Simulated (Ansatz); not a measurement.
Start from GaSb in the zinc blende structure (space group F-43m, No. 216).

```
GaSb
1.0
    0.00000     3.06677     3.06677
    3.06677     0.00000     3.06677
    3.06677     3.06677     0.00000
Sb Ga
1 1
Cartesian
  4.60015   4.60015   4.60015
  0.00000   0.00000   0.00000
```

Cartesian axes are those of the cell as printed.

All numbers come from r2SCAN (Ansatz, an electronic-structure program, PAW, no SOC), earlier PAW set.

Base values:

| Item | Result |
|---|---|
| Valley order | Γ 0.41 eV; L along ⟨111⟩ 0.68 eV; a point along ⟨100⟩, about 0.9 Å⁻¹ from Γ 1.10 eV |
| Valence-band top at Γ | 0.00, 0.00, 0.00 eV |

The change: compressive biaxial strain of 2.16 % in the plane normal to [001], as in epitaxy on a mismatched substrate; the out-of-plane cell vector and the atoms relax.

Question: Estimate the effect on the out-of-plane strain.

Answer: The out-of-plane strain comes out as +1.82 %.

Question: How does this affect the valley order?

Answer: The valley order (the lowest conduction-band minima on the path, energy above the VBM, named in the base's zone) goes from Γ 0.41 eV; L along ⟨111⟩ 0.68 eV; a point along ⟨100⟩, about 0.9 Å⁻¹ from Γ 1.10 eV to Γ 0.51 eV; L along [111] 0.63 eV; a point along [010], about 0.9 Å⁻¹ from Γ 0.87 eV; a point along [001], about 0.9 Å⁻¹ from Γ 1.22 eV.

Question: Predict the new valence-band top at Γ.

Answer: The valence-band top at Γ (three highest levels, from the VBM) goes from 0.00, 0.00, 0.00 eV to 0.00, 0.00, -0.26 eV.

Spin-orbit coupling, missing from the scalar runs, can matter with Sb. The levels and masses belong to the bands next to the band gap. Stability against distortions was not tested.
